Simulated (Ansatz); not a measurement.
# Migration barriers: interstitial Li in rock-salt CaO, charge state +1

Consider interstitial Li in rock-salt CaO, charge state +1. The numbers are results of PBE, PAW (plane waves to 420 eV; Ansatz, a quantum-chemistry and plane-wave program), not measurements.

Settings: 64 host sites, the relaxed PBE lattice, the Γ point alone, smearing 0.01 eV, spin-restricted, no image-charge correction. No zero-point or tunnelling terms. The charge state is imposed; whether it is stable for some Fermi level was not computed. Sites that were not tried may lie lower.

Barriers: single points on a 2×2×2 k-point mesh shifted by half a step at the bands' geometries.

| Route | Start site over the lowest site run (eV) | Hop (Å) | Forward barrier (eV) | Backward barrier (eV) | Neighbours at the start | Neighbours at the saddle | Saddle order | Forward, on the band's own sampling (eV) |
|---|---|---|---|---|---|---|---|---|
| Li moves alone to another site | 0.00 | 2.42 | 1.04 | 1.04 | 4 Ca at 2.33; 4 O at 1.95 Å | 2 Ca at 2.17; 2 O at 1.73 Å | first order | 1.04 |

Paths come from CI-NEB runs.  

The whole set of runs took about 0.8 core-hours (a rough figure).
